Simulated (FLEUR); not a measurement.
Band structure of SiOs (P2_13, 8 atoms in the cell).

```
CELL_PARAMETERS angstrom
      4.76599     0.00000     0.00000
      0.00000     4.76599     0.00000
      0.00000     0.00000     4.76599
ATOMIC_POSITIONS crystal
  Si 0.16476 0.33524 0.66476
  Si 0.33524 0.66476 0.16476
  Si 0.66476 0.16476 0.33524
  Si 0.83524 0.83524 0.83524
  Os 0.87717 0.62283 0.37717
  Os 0.62283 0.37717 0.87717
  Os 0.37717 0.87717 0.62283
  Os 0.12283 0.12283 0.12283
```

Computed with LDA (Perdew-Zunger), all-electron FLAPW (FLEUR), scalar-relativistic valence run with FLEUR.

Settings: Kmax = 4 1/bohr; GmaxXC = 16 1/bohr; xcFunctional = pz; jspins = 1; l_soc = F; mode = hist; fermiSmearingEnergy = 0.0001 Htr; mesh (inpgen div1-3) = 6 6 6; inpgen gamma flag = true; Gmax = 16 1/bohr; numbands = 0; maxIterBroyd = 15; imix = Anderson; alpha = 0.05.

The starting cell comes from a database of computed structures (which also holds hypothetical and non-ambient phases and stackings), without a prior relaxation at this level. Spin-orbit coupling is off. Spin polarisation is off. Values depend on the basis (sphere radii, cutoffs, local orbitals), which need not be converged.

Levels in eV from the Fermi level, bands 33 to 40:
```json
[
 {"point": "Γ", "33": "-0.62", "34": "-0.62", "35": "-0.15", "36": "-0.15", "37": "1.38", "38": "1.38", "39": "1.38", "40": "3.40"},
 {"point": "X", "33": "-0.93", "34": "-0.93", "35": "-0.18", "36": "-0.18", "37": "0.56", "38": "0.56", "39": "2.38", "40": "2.38"},
 {"point": "M", "33": "-1.97", "34": "-1.97", "35": "-0.86", "36": "-0.86", "37": "1.26", "38": "1.26", "39": "1.71", "40": "1.71"},
 {"point": "R", "33": "-1.13", "34": "-1.13", "35": "-1.13", "36": "-1.13", "37": "0.96", "38": "0.96", "39": "0.96", "40": "0.96"}
]
```
